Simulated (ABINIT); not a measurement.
Band structure of Na (Im-3m, 1 atom in the cell).

```
Na
1.0
   -2.13000     2.13000     2.13000
    2.13000    -2.13000     2.13000
    2.13000     2.13000    -2.13000
Na
1
Direct
  0.00000   0.00000   0.00000
```

Method: PBE, norm-conserving pseudopotentials (PseudoDojo nc-sr-05 PBE standard) (plane waves; ABINIT 10.0.3).

Settings: pseudos = [Na.upf]; ecut = 1197 eV; ixc = 11; occopt = 3; tsmear = 0.00367493 Ha; ngkpt = 9 9 9; nshiftk = 1; shiftk = 0 0 0; potentials = PseudoDojo nc-sr-05 PBE standard; kptopt = 1; nstep = 60; toldfe1 = 1e-09 Ha; ndtset = 2.

The starting cell has typed, rounded lattice constants, without a prior relaxation at this level.

Levels in eV from the Fermi level, bands 1 to 8:
| point | 1 | 2 | 3 | 4 | 5 | 6 | 7 | 8 |
|---|---|---|---|---|---|---|---|---|
| Γ | -53.05 | -24.96 | -24.96 | -24.96 | -3.20 | 11.50 | 11.50 | 11.50 |
| H | -53.04 | -24.98 | -24.98 | -24.98 | 4.45 | 4.45 | 4.75 | 4.75 |
| N | -53.04 | -24.99 | -24.97 | -24.96 | 0.74 | 1.17 | 8.05 | 8.86 |
| P | -53.04 | -24.97 | -24.97 | -24.97 | 2.65 | 2.65 | 2.65 | 4.16 |

Bands cross the Fermi level along this path, so the cell is metallic at this level.
